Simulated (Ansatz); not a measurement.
Partial pair distribution functions of a relaxed model of amorphous Sn10In10Bi10Zn10Ga10, broadened by 0.06 Å; density 7.54 g/cm³. These are PBE, scalar-relativistic without spin-orbit coupling (plane waves to 420 eV, PAW; Ansatz, an electronic-structure program) values and carry that method's errors.

The cell was made by melting and quenching with the CHGNet potential and then relaxed with DFT. The hot cell started wider than the set density and was brought back towards it in steps. It is the lowest in DFT energy of 3 quenches. It is a model cell: composition and starting density were chosen by hand, and all elements were melted together. No dispersion term was used. Its density started from a set value of 7.58 and ended at 7.54 g/cm³. Cooling (nominally 30 K/ps over its main leg) ran many orders faster than in experiment, which tends to leave more defects and strain. A cell of this size samples the disorder only roughly. Volume and shape were free in the relaxation. Stress components on the final sampling reach 1.0 GPa. On a 2×2×2 Γ-centred mesh force components of up to 0.29 eV/Å stay, since the relaxation ran on one k-point at (1/4, 1/4, 1/4).

| r (Å) | g In-Bi | g Sn-In | g Sn-Sn | g In-In |
|---|---|---|---|---|
| 2.85 | 0.00 | 0.00 | 0.01 | 0.00 |
| 2.95 | 0.01 | 0.02 | 0.58 | 0.02 |
| 3.05 | 0.39 | 0.95 | 3.83 | 0.92 |
| 3.15 | 2.76 | 5.25 | 3.42 | 3.12 |
| 3.25 | 3.67 | 5.17 | 2.41 | 3.23 |
| 3.35 | 3.30 | 2.91 | 6.07 | 3.26 |
| 3.45 | 4.05 | 2.13 | 5.26 | 2.36 |
| 3.55 | 2.85 | 1.79 | 0.95 | 1.81 |
| 3.65 | 1.41 | 1.19 | 0.51 | 1.09 |
| 3.75 | 0.82 | 0.84 | 1.88 | 0.59 |
| 3.85 | 0.21 | 0.73 | 0.49 | 0.89 |
| 3.95 | 0.76 | 0.47 | 0.05 | 0.33 |
| 4.05 | 1.43 | 0.06 | 0.91 | 0.13 |
| 4.15 | 0.92 | 0.00 | 1.34 | 0.76 |
| 4.25 | 0.90 | 0.05 | 0.57 | 0.63 |
| 4.35 | 1.50 | 0.38 | 0.63 | 0.96 |
| 4.45 | 0.93 | 0.88 | 0.61 | 1.43 |
| 4.55 | 0.66 | 1.32 | 0.37 | 0.39 |
| 4.65 | 0.61 | 1.28 | 0.01 | 0.01 |
| 4.75 | 0.39 | 0.98 | 0.00 | 0.01 |
| 4.85 | 0.59 | 0.60 | 0.00 | 0.23 |
| 4.95 | 1.05 | 0.49 | 0.05 | 0.62 |
| 5.05 | 1.16 | 0.90 | 0.82 | 1.00 |
| 5.15 | 0.41 | 1.09 | 1.41 | 1.27 |
| 5.25 | 0.14 | 0.72 | 1.31 | 1.12 |
| 5.35 | 0.86 | 0.91 | 0.80 | 0.84 |

Within 3.58 Å each In has 1.90 Bi neighbours on average.
